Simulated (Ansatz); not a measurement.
Results of LDA (plane waves, PAW; Ansatz, a first-principles code) for Si (model structure, started from the lonsdaleite type, P6₃/mmc, No. 194, 4 atoms in the cell).

Numerical settings: plane-wave cutoff 520 eV, 18×18×10 k mesh (along the axes of the cell as run), Fermi–Dirac smearing 0.05 eV, scalar-relativistic PAW data made under PBE.

Cell (relaxed at this level):

```cif
data_Si4
_chemical_formula_sum 'Si4'
_space_group_name_H-M_alt 'P63/mmc'
_space_group_IT_number 194
_space_group_name_Hall '-P 6c 2c'
_cell_length_a 3.80187
_cell_length_b 3.80187
_cell_length_c 6.28978
_cell_angle_alpha 90.000
_cell_angle_beta 90.000
_cell_angle_gamma 120.000
loop_
_atom_site_label
_atom_site_type_symbol
_atom_site_symmetry_multiplicity
_atom_site_Wyckoff_symbol
_atom_site_fract_x
_atom_site_fract_y
_atom_site_fract_z
_atom_site_occupancy
Si1 Si 4 f 0.33333 0.66667 0.06305 1
```

Estimate the band gap and bulk modulus that the calculation returns.


band gap: 0.27 eV (on the SCF k mesh)
bulk modulus: 96.6 GPa

Note: the bulk modulus is −V dP/dV from two relaxed cells at ±2 % in volume; the relaxation could raise the start's symmetry but not lower it, so the cell can be a saddle point.

The computed numbers hold no vibrational or temperature effects.

Computing time: roughly 3 core-minutes.

A model structure was made by putting elements into a prototype or built by hand; it is no filed structure, need not be a known phase, and can be a saddle point held by its symmetry.
